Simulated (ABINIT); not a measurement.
Input and output of a self-consistent single point for MnS (Fm-3m, 2 atoms in the cell) (ABINIT).

Method of the run: PBE, norm-conserving pseudopotentials (PseudoDojo nc-sr-05 PBE standard) (plane waves; ABINIT 10.0.3).

The change in words: lattice scaled by 0.98. Reference geometry:
```
CELL_PARAMETERS angstrom
      0.00000     2.48025     2.48025
      2.48025     0.00000     2.48025
      2.48025     2.48025     0.00000
ATOMIC_POSITIONS crystal
  S  0.00000 0.00000 0.00000
  Mn 0.50000 0.50000 0.50000
```
Moments meant for the start (each program seeds them in its own way; μB, in the order of the atoms S Mn): 0.0 4.0.

Reference input (self-consistent single point, DFT, PBE, plane waves, norm-conserving pseudopotentials (PseudoDojo nc-sr-05 PBE standard)): pseudos = [S.upf, Mn.upf]; ecut = 48 Ha; nsppol = 2; occopt = 7; tsmear = 0.2 eV; ngkpt = 9 9 9; nshiftk = 1; shiftk = 0 0 0; potentials = PseudoDojo nc-sr-05 PBE standard; nband = 18; kptopt = 1; nstep = 80. This run's input differs from it in these lines:

```diff
@@ -3,7 +3,7 @@
 pseudos "S.upf, Mn.upf"
-acell 6.6284093793 6.6284093793 6.6284093793
+acell 6.4958411917 6.4958411917 6.4958411917
 rprim
         -0.0000000000    0.7071067812    0.7071067812
-         0.7071067812    0.0000000000    0.7071067812
-         0.7071067812    0.7071067812    0.0000000000
+         0.7071067812   -0.0000000000    0.7071067812
+         0.7071067812    0.7071067812   -0.0000000000
 natom 2
@@ -14,3 +14,3 @@
          0.0000000000    0.0000000000    0.0000000000
-         4.6869932206    4.6869932206    4.6869932206
+         4.5932533562    4.5932533562    4.5932533562
 ecut 48
```

Output, abridged:

```
--- !BeginCycle
solver: {iscf: 7, nstep: 80, nline: 4, wfoptalg: 0, }
tolerances: {toldfe: 1.00E-09, }
...

     iter   Etot(hartree)     deltaE(h) residm    vres2    magn
 ETOT  1  -119.77357739005    -1.20E+02 2.77E-01 5.62E+01 3.802
 ETOT  2  -119.95031816618    -1.77E-01 2.01E-02 1.12E+02 3.837
 ETOT  3  -119.95537272946    -5.05E-03 3.67E-03 9.69E+00 3.908
 ETOT  4  -119.95589157163    -5.19E-04 5.91E-04 4.77E+00 3.939
 ETOT  5  -119.95621363198    -3.22E-04 8.27E-04 1.55E+00 3.981
   [... 2 lines left out ...]
 ETOT  8  -119.95632175914    -2.33E-07 1.44E-04 1.09E-04 4.010
 ETOT  9  -119.95632176725    -8.12E-09 7.58E-05 4.10E-06 4.011
 ETOT 10  -119.95632176771    -4.51E-10 7.78E-05 2.32E-07 4.011
 ETOT 11  -119.95632176772    -1.47E-11 4.13E-05 2.66E-09 4.011
 At SCF step   11, etot is converged :
  for the second time, diff in etot=  1.474E-11 < toldfe=  1.000E-09

 Cartesian components of stress tensor (hartree/bohr^3)
  sigma(1 1)= -3.74142564E-04  sigma(3 2)=  0.00000000E+00
  sigma(2 2)= -3.74142564E-04  sigma(3 1)=  0.00000000E+00
  sigma(3 3)= -3.74142564E-04  sigma(2 1)=  0.00000000E+00

 Integrated electronic and magnetization densities in atomic spheres:
 Radius=ratsph(iatom), smearing ratsm=  0.0000. Diff(up-dn)=approximate z local magnetic moment.
 Atom    Radius    up_density   dn_density  Total(up+dn)  Diff(up-dn)
    1   2.00000     2.044686     1.958433      4.003119     0.086252
    2   2.00000     8.219615     4.672218     12.891833     3.547396
  Sum:             10.264300     6.630652     16.894952     3.633648
   [... lines left out ...]
 Total magnetization (from the atomic spheres):             3.633648
 Total magnetization (exact up - dn):                       4.010553
 Fermi (or HOMO) energy (eV) =  10.16000   Average Vxc (eV)= -11.90552
   [... lines left out ...]
total_energy        : -1.19956321767721E+02
total_energy_eV     : -3.26417751805512E+03
band_energy         : -1.13281147752659E+01
...

-Cartesian components of stress tensor (GPa)         [Pressure=  1.1008E+01 GPa]
- sigma(1 1)= -1.10076524E+01  sigma(3 2)=  0.00000000E+00
- sigma(2 2)= -1.10076524E+01  sigma(3 1)=  0.00000000E+00
- sigma(3 3)= -1.10076524E+01  sigma(2 1)=  0.00000000E+00

 Calculation completed.
```

The run converged in 11 iterations. Against the reference run the free energy goes up by 47.7 meV/atom, the pressure goes from 6.49 to 11.01 GPa and the size of the net moment goes from 2.14 to 2.01 μB/atom.

The starting cell was generated: these elements placed on a structure prototype, without a prior relaxation; it need not be a known phase or ordering of this composition. Its lattice was rescaled by a random factor within 2.5 % of one. For this run, on top of that: lattice scaled by 0.98. With one magnetic atom in the cell only a parallel order is possible. With a pressure of about 11 GPa the cell is away from its equilibrium volume at this level.

Cost on one core of a shared machine: roughly 3 min.
